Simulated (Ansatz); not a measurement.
**What electrons 2.0×10^21 cm⁻³ does to ZrS2**

Base system: ZrS2 in the CdI2 type structure (space group P-3m1, No. 164; a = 3.674 Å, c = 5.861 Å; layered, stacked along the Cartesian z axis).

One thing is altered: 0.137 electrons added to each cell, a density of 2.0×10^21 cm⁻³, with a uniform compensating background at fixed cell and a 300 K Fermi–Dirac width.

Calculations: r2SCAN+rVV10, PAW, 500 eV (Ansatz, an electronic-structure program; no spin-orbit coupling). Settings: 18×18×10 k-points, 0.0259 eV Fermi–Dirac smearing.

```json
[
 {"quantity": "gap between the host's bands", "base": "1.17 eV", "changed": "1.18 eV", "shift": "+0.01 eV"},
 {"quantity": "gap character", "base": "indirect, K–Γ (87 % along) → L", "changed": "indirect, K–Γ (87 % along) → L", "shift": "–"},
 {"quantity": "Fermi level relative to the doped band's edge (positive inside the band; to 0.05 eV)", "base": "–", "changed": "+0.20 eV", "shift": "–"}
]
```

Final structure:

```xyz
3
Lattice="3.6743 0.0000 0.0000 -1.8371 3.1820 0.0000 0.0000 0.0000 5.8606" Properties=species:S:1:pos:R:3 pbc="T T T"
Zr     0.0000     0.0000     0.0000
S      0.0000     2.1214     1.4512
S      1.8371     1.0607     4.4094
```
Cell charge -0.137041.

Cost of the whole job for the changed cell (relaxation, final SCF and bands): very roughly 4 core-minutes.

Carriers are added with a uniform compensating background; total energy and stress of such cells depend on the potential's zero and are not compared; many-body gap narrowing is missing at this level. Whether these cells are dynamically stable was not tested.
